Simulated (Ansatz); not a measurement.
C11b MoSi2 was calculated with PBEsol-D3(BJ) (PAW; Ansatz, a first-principles code).

Numerical settings: plane-wave cutoff 520 eV, 24×24×24 k mesh, Fermi–Dirac smearing 0.05 eV, no spin polarisation, scalar-relativistic PAW data made under PBE.

Computed points:

| V (Å³/atom) | E − E_lowest (meV/atom) | P (GPa) |
|---|---|---|
| 12.362 | 16.24 | 10.47 |
| 12.620 | 3.92 | 4.96 |
| 12.877 | 0.00 | 0.00 |
| 13.135 | 3.64 | -4.45 |
| 13.392 | 14.07 | -8.45 |

Q: Estimate the bulk modulus from the pressures at 12.620 and 13.135 Å³/atom, and compare it with a fit to all energies.

A: B = −V dP/dV. Between V = 12.620 and 13.135 Å³/atom, dP/dV = (-4.45 − (4.96))/(13.135 − 12.620) = -18.3 GPa per Å³/atom; at the midpoint 12.877 Å³/atom this gives B ≈ 235 GPa. The third-order Birch–Murnaghan fit gives V0 = 12.877 Å³/atom, B0 = 235 GPa, B′ = 4.4, which lies within 1 % of that estimate.

Shape and atoms are relaxed at each volume.

Measured, for comparison: bulk modulus 222 ± 2 GPa (room temperature, not corrected to a static lattice, B' = 4; as tabulated in Structural stability of MoSi2 and Mo5Si3 under high pressure, Chin. Phys. B 26 …). Computed (rounded) less measured: bulk modulus +6 %. A static lattice is as a rule a little smaller and stiffer than an uncorrected measurement, which narrows the difference in the bulk modulus and would widen misses of the other sign.

Note: the bulk modulus comes from volumes at which shape and atoms were relaxed.

The computed numbers hold no vibrational or temperature effects.
